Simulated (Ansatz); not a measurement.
Start from Ge in the diamond structure (space group Fd-3m, No. 227; a = 5.676 Å).

The values are results of PBEsol (Ansatz, a program for electronic structure, PAW, without spin-orbit coupling), not measurements.

Before the change:

Gap character: absent
Band gap: zero
Volume per atom: 22.86 Å³

Perturbation: Si takes the place of Ge on all its sites, then cell and atoms are relaxed.

Problem. What happens to the gap character?

Solution. The gap character changes from absent to indirect, Γ → Γ–X (87 % along).

Problem. Estimate the effect on the band gap.

Solution. The band gap goes from zero to 0.47 eV.

Problem. Estimate the effect on the volume per atom.

Solution. The volume per atom drops by 2.81 Å³ (22.86 Å³ → 20.05 Å³).

Stability against distortions was not tested. The zero or small gap of Ge can change with the level of theory.
